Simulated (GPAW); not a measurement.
GPAW run on YMg3 (P-6m2, 4 atoms in the cell): self-consistent single point.

Computed with LDA (Perdew-Wang 92), GPAW PAW datasets LDA (gpaw-data 1.0.1) (plane waves; GPAW).

The change in words: lattice scaled by 0.98. Reference geometry:
```xyz
4
Lattice="3.3080 0.0000 0.0000 -1.6540 2.8648 0.0000 0.0000 0.0000 10.9323" Properties=species:S:1:pos:R:3 pbc="T T T"
Y      1.6540     0.9549     5.4661
Mg     1.6540     0.9549     0.0000
Mg     0.0000     1.9099     2.6469
Mg     0.0000     1.9099     8.2854
```

Reference input (self-consistent single point, DFT LDA (Perdew-Wang 92), plane waves, GPAW PAW datasets LDA (gpaw-data 1.0.1)): mode = pw; ecut = 800 eV; xc = LDA; kpts = 12 12 4; mesh shift (steps) = 0 0 0; occupations.name = methfessel-paxton; occupations.width = 0.1 eV; occupations.order = 0; nbands = -12; convergence.forces = 0.001 eV/Å; symmetry.symmorphic = false; symmetry.tolerance = 0.0005. This run's input differs from it in these lines:

```diff
@@ -5,9 +5,9 @@
 atoms = Atoms(['Y', 'Mg', 'Mg', 'Mg'],
-              cell=[[3.307990, 0.000000, 0.000000],
-                    [-1.653995, 2.864803, 0.000000],
-                    [0.000000, 0.000000, 10.932290]],
-              positions=[[1.653997, 0.954933, 5.466145],
-                         [1.653997, 0.954933, 0.000000],
-                         [-0.000002, 1.909870, 2.646926],
-                         [-0.000002, 1.909870, 8.285364]],
+              cell=[[3.241830, 0.000000, 0.000000],
+                    [-1.620915, 2.807507, 0.000000],
+                    [0.000000, 0.000000, 10.713644]],
+              positions=[[1.620917, 0.935835, 5.356822],
+                         [1.620917, 0.935835, 0.000000],
+                         [-0.000002, 1.871672, 2.593987],
+                         [-0.000002, 1.871672, 8.119657]],
               pbc=True)
```

Log, with long lists cut:

```
     iter     time        total  log10-change:
                         energy   eigst   dens  force
iter:   1 --:--:--   -11.421857
iter:   2 --:--:--   -11.002704   -0.76  -1.36
iter:   3 --:--:--   -10.954927   -1.77  -1.54
iter:   4 --:--:--   -10.937580   -2.06  -1.62
iter:   5 --:--:--   -10.887360   -2.81  -1.78
iter:   6 --:--:--   -10.874441   -3.39  -2.03
iter:   7 --:--:--   -10.875463c  -3.58  -2.34
iter:   8 --:--:--   -10.870842c  -3.92  -2.65
iter:   9 --:--:--   -10.870524c  -4.40  -3.16
iter:  10 --:--:--   -10.870509c  -6.00  -3.51
iter:  11 --:--:--   -10.870495c  -6.17  -3.63
iter:  12 --:--:--   -10.870494c  -7.06  -4.09c
iter:  13 --:--:--   -10.870492c  -7.64c -4.25c
iter:  14 --:--:--   -10.870492c  -8.03c -4.33c -3.39c
Converged after 14 iterations.

Dipole moment: (1.560651, -0.901040, -0.000000) |e|*Ang

Energy contributions relative to reference atoms: (reference = -108269.576473)

Kinetic:         -4.675642
Potential:      +10.117758
External:        +0.000000
XC:             -15.921328
Entropy (-ST):   -0.019327
Local:           -0.381617
SIC:             +0.000000
--------------------------
Free energy:    -10.880156
Extrapolated:   -10.870492

Showing only first 2 kpts
 Kpt  Band  Eigenvalues  Occupancy
  0    18     -0.06079    2.00000
  0    19      2.72457    2.00000
  0    20      3.53953    2.00000
  0    21      6.37681    0.00000

  1    18      0.46550    2.00000
  1    19      2.17285    2.00000
  1    20      3.84398    2.00000
  1    21      6.50277    0.00000

Fermi level: 4.48272

No gap
No difference between direct/indirect transitions
Energy (eV): -10.870492

Forces in eV/Ang:
  0 Y     0.00000   -0.00000    0.00000
  1 Mg    0.00000    0.00000    0.00000
  2 Mg    0.00000   -0.00000   -0.09904
  3 Mg    0.00000    0.00000    0.09904

Stress tensor:
     0.003410     0.000000     0.000000
     0.000000     0.003410     0.000000
     0.000000     0.000000     0.006561
Stress (GPa, Voigt): [0.5463 0.5463 1.0511 0.     0.     0.    ]
```

The run converged in 14 iterations. GPAW prints stress with tension positive. Against the reference run the free energy drops by 16.2 meV/atom, the pressure goes from -2.61 to -0.71 GPa and the largest force goes from 0.040 to 0.099 eV/Å.

The starting cell comes from a database of computed structures (which also holds hypothetical and non-ambient phases and stackings), without a prior relaxation at this level. For this run, on top of that: lattice scaled by 0.98.

Cost on one core of a shared machine: roughly 90 s.
